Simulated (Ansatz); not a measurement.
Adsorption energy and surface dipole of Cl on the 1x1 (111) surface of fcc Cu, one in a 2x2 cell, started at the site 'bridge Cu-Cu (span 2.6 Å)', worked from the runs' numbers; total energies count from the potentials' own zero.

Level of theory: PBE (plane waves to 420 eV, PAW; Ansatz, a quantum-chemistry and plane-wave program).

Model: 17-atom slab, 6.2 Å thick at the start under the adsorbate (thin: gaps and levels are the slab's own), 6x6x1 mesh, Fermi-Dirac 0.1 eV, dipole correction, 8 atoms held, the rest relaxed; start symmetry kept, larger cells not searched; no spin, no spin-orbit, no U, no dispersion correction. At the end it is bonded to 2 Cu. In PBE this state lies 0.07 eV over the lowest of the starts that converged ('hollow Cu-Cu-Cu over Cu at depth 4.1 Å').

```tsv
quantity	value
slab with the adsorbate	-107080.156 eV
clean slab, same cell and mesh	-105999.042 eV
reference, ½ Cl2(g)	-1079.444 eV
area of the cell	22.82 Å²
change of the step from the bottom to the top vacuum level	0.679 eV
```

Q: What is the adsorption energy against this reference?

A: E(slab + adsorbate) − E(slab) − E(reference) = -1.67 eV, so in this state the adsorbate is more stable than in the reference, at a coverage of 4.38 a nm².

Q: What dipole does adsorption add to the slab along the outward normal (Helmholtz relation, ε₀ = 0.005526 e/(V·Å))?

A: p = −ε₀·A·ΔV = -0.086 e·Å = -0.41 D; its negative end points to the vacuum, which raises the vacuum level.
